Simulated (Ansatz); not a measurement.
```cif
data_BaHfO3
_chemical_formula_sum 'Ba1 Hf1 O3'
_space_group_name_H-M_alt 'Pm-3m'
_space_group_IT_number 221
_space_group_name_Hall '-P 4 2 3'
_cell_length_a 4.15745
_cell_length_b 4.15745
_cell_length_c 4.15745
_cell_angle_alpha 90.000
_cell_angle_beta 90.000
_cell_angle_gamma 90.000
loop_
_atom_site_label
_atom_site_type_symbol
_atom_site_symmetry_multiplicity
_atom_site_Wyckoff_symbol
_atom_site_fract_x
_atom_site_fract_y
_atom_site_fract_z
_atom_site_occupancy
Ba1 Ba 1 a 0.00000 0.00000 0.00000 1
Hf1 Hf 1 b 0.50000 0.50000 0.50000 1
O1 O 3 c 0.00000 0.50000 0.50000 1
```

Spin-orbit coupling is not included. The cell is fixed at its relaxed static size. Melting and transitions to other phases are not modelled.

Is this phase dynamically stable in the harmonic approximation, and at 300, 1000 K by the stochastic self-consistent harmonic approximation in a 2×2×2 supercell, PBEsol density-functional theory in Ansatz (plane waves, PAW)? Give the softest mode in each case.

Harmonic: softest mode 35i cm⁻¹ at q = (0.50, 0.50, 0.50), so unstable at the wave vectors of the supercell. 300 K: locally stable, softest second derivative of the free energy 73 cm⁻¹ (error under 1) at q = (0.50, 0.50, 0.50), at 1.2 GPa in this cell. 1000 K: locally stable, softest second derivative of the free energy 89 cm⁻¹ (error under 1) at q = (0.00, 0.50, 0.50), at 3.4 GPa in this cell. A stable verdict is local, and a supercell this small can stiffen soft modes, so the symmetric phase can look stable where the real crystal is distorted. The verdict is statistical, holds for these wave vectors and this fixed cell alone, and errs towards stability where frames are few. Wave vectors are fractions of the primitive cell's reciprocal vectors.

Ansatz is an electronic-structure program.
